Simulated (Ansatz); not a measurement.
Results of B3LYP (VWN-RPA form) (Ansatz, a quantum-chemistry and plane-wave program, plane waves, PAW) for zinc-blende BeS.

Run with plane-wave cutoff 460 eV, 10×10×10 k mesh, Fermi–Dirac smearing 0.01 eV, scalar-relativistic PAW data made under PBE.

Response to compression and expansion:

| V (Å³/atom) | P (GPa) | direct gap at Γ (eV) | smallest gap on the k mesh (eV) |
|---|---|---|---|
| 13.923 | 5.45 | 7.306 | 4.659 |
| 14.223 | 3.11 | 7.313 | 4.703 |
| 14.655 | 0.14 | 7.319 | 4.762 |
| 15.022 | -2.08 | 7.153 | 4.806 |
| 15.388 | -4.05 | 6.941 | 4.847 |

The fundamental gap (4.76 eV at the equilibrium volume, on the SCF mesh) lies elsewhere than Γ–Γ.
